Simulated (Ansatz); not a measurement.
Base system: Pt in the fcc (Cu type) structure (space group Fm-3m, No. 225; a = 3.942 Å; relaxed with 0.1 eV smearing). Axes: x, y, z lie along the cube axes.

Computed with r2SCAN (Ansatz, a first-principles code; PAW; 500 eV plane waves; no spin-orbit coupling).

Base values:

- Pressure = 0.0 GPa

Modification: biaxial strain +1.00 %, plane normal [001], relaxed out of plane (Cartesian); in-plane vectors clamped, the third vector and the atoms free.

Predict the new out-of-plane strain and pressure.

The out-of-plane strain comes out as -1.45 %; the pressure (mean of the normal stresses, compression positive) goes from zero to -1.4 GPa.

No phonon test of stability was made. All final runs are without spin polarisation.
